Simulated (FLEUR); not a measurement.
**Equation of state of fcc Pt (space group 225): energy against volume (FLEUR, PBE)**

```yaml
crystal:
  lattice:
    - [0.00000, 1.92515, 1.92515]
    - [1.92515, 0.00000, 1.92515]
    - [1.92515, 1.92515, 0.00000]
  atoms:
    - { symbol: Pt, position: [0.00000, 0.00000, 0.00000] }
```

Method: PBE, all-electron FLAPW (FLEUR), scalar-relativistic valence run with FLEUR. Settings: Kmax = 4.9 1/bohr; GmaxXC = 19.6 1/bohr; xcFunctional = pbe; jspins = 1; l_soc = F; mode = hist; fermiSmearingEnergy = 0.00183747 Htr; mesh (inpgen div1-3) = 25 25 25; inpgen gamma flag = false; Gmax = 19.6 1/bohr; numbands = 0; maxIterBroyd = 25; imix = Anderson; alpha = 0.05; precondParam = 0; minDistance = 1e-05 me/bohr^3. The cell above is the first row's. The rows scale it uniformly. In all rows the k mesh is held. E is the free energy at the stated smearing, counted from the lowest row.

| V (Å^3/atom) | E (meV/atom) |
|---|---|
| 14.270 | ? |
| 14.580 | 66.63 |
| 14.890 | 31.82 |
| 15.201 | 10.13 |
| 15.511 | 0.00 |
| 15.821 | 0.03 |
| 16.131 | 9.00 |
| 16.441 | 25.81 |
| 16.752 | 49.51 |

Question: Using the third-order Birch-Murnaghan form, a cubic in V^(-2/3), estimate the missing E at V = 14.270 from the other rows, showing the fit.

Answer: With u = V^(-2/3) - 0.160, the rows have u = 0.007557, 0.005223, 0.002962, 0.000783, -0.001324, -0.003364, -0.005339, -0.007259. Least squares gives E = -1.089 + 554.51·u + 1073882·u² + 5100123·u³. Residuals (row less fit): 0.000, -0.009, 0.022, -0.006, -0.017, -0.004, 0.025, -0.011; standard error 0.020 (degrees of freedom: 4). Its minimum lies at u = -0.000259, so V0 = (0.159741)^(-3/2) = 15.66. There d²E/du² = 2140000 and d³E/du³ = 3.060e7, so B0 = (4/9) × 15.66^(-7/3) × 2140000 × 0.160218 = 248 GPa (the last factor turns the table's units into GPa), and B0' = 4 + (2/3) × 0.159741 × (3.060e7)/2140000 = 5.5. At the withheld row, u = 0.009975, so E = -1.089 + 554.51 × 0.009975 + 1073882 × 0.009975² + 5100123 × 0.009975³ = 116.356 meV/atom. The calculation gives 116.34 meV/atom, 0.016 meV/atom below the prediction (under 0.05 % of the range of E in the table). The row lies outside the fitted rows, so this is an extrapolation. From the scatter of the fitted rows alone, a prediction at this place has a standard error of 0.061 meV/atom, so the miss is 0.3 times that.

Carrying the step between the two nearest rows on in a straight line would have given 101.44, off by 14.90; series whose last step already gives the withheld value aren't shown. The scan was laid around a cell of about the measured size, scaled by a guess for this functional. Spin polarisation is off. Values depend on the basis (sphere radii, cutoffs, local orbitals), which need not be converged. Spin-orbit coupling is off. Cutoffs and mesh are single choices, not tested for convergence of this quantity. Series with a scatter that would blur these digits, or in which a gap closes, are not shown. Nor are scans whose minimum lies at an end fitted in this form.
